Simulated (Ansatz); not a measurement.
Ansatz (an electronic-structure program) run on Pb (P6_3/mmc, 2 atoms in the cell): zone-centre phonon calculation.

Method of the run: LDA (PW92), default PAW files made with PBE (plane waves; Ansatz).

```
CELL_PARAMETERS angstrom
      3.45423     0.00000     0.00000
     -1.72712     2.99145     0.00000
      0.00000     0.00000     5.96740
ATOMIC_POSITIONS crystal
  Pb 0.33333 0.66667 0.25000
  Pb 0.66667 0.33333 0.75000
```

Reference input (self-consistent single point, DFT, LDA (PW92), plane waves, default PAW files made with PBE): basis.ecutwfc = 420 eV; kpoints.mp_grid.grid = 11 11 6; hamiltonian.xc = lda; hamiltonian.pseudopotentials = {kind: paw} (the program's default PAW files); scf.occupations.method = gaussian; scf.occupations.width = 0.1 eV. This run's input differs from it in these lines:

Ansatz 0.2 input:
```diff
@@ -9,3 +9,3 @@
 basis:
-  ecutwfc: 420.0
+  ecutwfc: 295.0
 kpoints:
@@ -17,6 +17,4 @@
   occupations: { method: gaussian, width: 0.1 }
-output:
-  forces: true
-  eigenvalues: true
-  stress: true
+phonons:
+  method: dfpt
```

The program printed (abridged):

```
SCF iter   1: F=—  HF=-23204.545614 eV  |F-HF|=—  |Δ(HF+E_count)|=         —  Δρ=7.23e-3  dr2=1.66e-2  ethr=1.77e-3  ⟨swp⟩=5.6  Hψ=11128  notcnv=0
all-band conjugate gradients solve this SCF's bands
preconditioner: auto → Kerker (q_TF=auto, 2.392 Å⁻¹)
SCF iter   2: F=—  HF=-23204.538720 eV  |F-HF|=—  |Δ(HF+E_count)|=   6.89e-3  Δρ=3.59e-3  dr2=4.07e-3  ethr=5.92e-5  ⟨swp⟩=2.2  Hψ=5169  notcnv=0
   [... lines left out ...]
SCF iter   6: F=—  HF=-23204.537030 eV  |F-HF|=—  |Δ(HF+E_count)|=   7.80e-7  Δρ=8.90e-6  dr2=7.90e-8  ethr=7.00e-9  ⟨swp⟩=3.0  Hψ=4705  notcnv=0
SCF iter   7: F=—  HF=-23204.537030 eV  |F-HF|=—  |Δ(HF+E_count)|=   1.42e-8  Δρ=1.17e-6  dr2=1.32e-9  ethr=2.82e-10  ⟨swp⟩=1.9  Hψ=2878  notcnv=0
SCF iter   8: F=—  HF=-23204.537030 eV  |F-HF|=—  |Δ(HF+E_count)|=  3.09e-10  Δρ=1.64e-7  dr2=2.10e-11  ethr=4.72e-12  ⟨swp⟩=3.0  Hψ=4612  notcnv=0
SCF iter   9: F=-23204.537030 eV  HF=-23204.537030 eV  |F-HF|=7.28e-12  |Δ(HF+E_count)|=  7.28e-12  Δρ=3.62e-8  dr2=8.35e-13  ethr=1.00e-12  ⟨swp⟩=6.5  Hψ=11443  notcnv=0
SCF 1 converged in 9 iterations: F = -23204.537030 eV  dr2 = 8.35e-13
DFPT response loops at Γ: preconditioner auto → Kerker (q_TF=auto, 2.392 Å⁻¹) (partly filled bands, converged f_vac=0.000) …
Free energy (F): -23204.537030 eV
Internal energy: -23204.533363 eV  (E = F + TS)
E sigma→0 (E₀):  -23204.535197 eV
Entropy (-TS):   -0.003667 eV (-1.833 meV/atom)
Fermi energy:    10.313712 eV
--- Phonons (Γ-DFPT): 2 representative perturbations + reference, on 144 of 726 k-points (Σ response iterations 6) ---
  k mesh reduced under 4 symmetry operations, with k and −k counted as one. Each operation leaves every solved displacement unchanged or reverses it
  ASR residual: 2.915e-5 → 0.000e0 eV/Å²; symmetrization residual: 5.666e-13 eV/Å²
  ASR residual per site (eV/Å²): 2.91e-5 2.91e-5
  Γ frequencies (cm⁻¹): 0.00 0.00 0.00 22.58 22.58 59.26
  non-analytic LO–TO correction: not included (Born effective charges unavailable; polar crystals: no LO–TO splitting at Γ)
```

The run converged in 9 iterations. 

Summary of the result:
* **Free energy E − TS (on the zero of these files)**: -23204.5370 eV
* **Fermi level (on the code's own zero)**: 10.31 eV
* **Zone-centre frequencies (cm⁻¹; negative means imaginary)**: 0, 0, 0, 23, 23, 59

The starting cell comes from a database of computed structures (which also holds hypothetical and non-ambient phases and stackings), without a prior relaxation at this level. Its lattice was rescaled by up to half a per cent. The cutoff lies below the one recommended for these files.
